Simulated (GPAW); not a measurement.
**Quick settings and what they miss: CuZn (Pm-3m, 2 atoms in the cell)**

Self-consistent single point.

```xyz
2
Lattice="2.9063 0.0000 0.0000 0.0000 2.9063 0.0000 0.0000 0.0000 2.9063" Properties=species:S:1:pos:R:3 pbc="T T T"
Zn     1.4532     1.4532     1.4532
Cu     0.0000     0.0000     0.0000
```

Level of theory: PBE, GPAW PAW datasets PBE (gpaw-data 1.0.1) (plane waves; GPAW).

Base settings: mode = pw; ecut = 850 eV; xc = PBE; kpts = 15 15 15; mesh shift (steps) = 0 0 0; occupations.name = methfessel-paxton; occupations.width = 0.2 eV; occupations.order = 1; nbands = -8; symmetry.symmorphic = false; symmetry.tolerance = 0.0005; maxiter = 100.

Tight run (finer mesh or higher cutoff; not a proven limit): ecut: 850 eV → 1190 eV; kpts: 15 15 15 → 21 21 21; convergence.energy: default → 4e-11 eV/electron; convergence.density: default → 3e-07 e/electron; convergence.eigenstates: default → 4e-15. It gave Fermi level (on the code's own zero) 8.39 eV; pressure 8.34 GPa.

Quick runs, as changes from the base:
- A: the base itself
- B: ecut: 850 eV → 425 eV; kpts: 15 15 15 → 2 2 2; kpts_shift: 0 0 0 → 0.5 0.5 0.5; occupations.name: methfessel-paxton → marzari-vanderbilt; occupations.order: 1 → default
- C: ecut: 850 eV → 510 eV; kpts: 15 15 15 → 6 6 6
- D: ecut: 850 eV → 680 eV; kpts: 15 15 15 → 6 6 6; occupations.width: 0.2 eV → 0.5 eV; convergence.energy: default → 4e-05 eV/electron; convergence.density: default → 0.0003 e/electron; convergence.eigenstates: default → 4e-09
- E: ecut: 850 eV → 425 eV; kpts: 15 15 15 → 4 4 4
- F: ecut: 850 eV → 595 eV; kpts: 15 15 15 → 4 4 4; occupations.width: 0.2 eV → 0.272 eV

Energies are extrapolated to zero smearing width, which holds to low order in the width alone.

The count of work is k-points × plane waves × bands × iterations; it is no time. 

The starting cell has typed, rounded lattice constants, without a prior relaxation at this level. Its lattice was rescaled by a random factor within 2.5 % of one. Spin polarisation is off. In the base run, with a pressure of about 8 GPa the cell is away from its equilibrium volume at this level.

| run | energy less tight (meV/atom) | count of work / tight |
|---|---|---|
| A | 2.2 | 0.12 |
| B | 1322.1 | 0.00023 |
| C | 69.0 | 0.011 |
| D | 58.2 | 0.018 |
| E | 46.7 | 0.0027 |
| F | -7.1 | 0.0055 |

Among the runs at the tight run's level, the energy misses run from 2.2 to 1322.1 meV/atom.
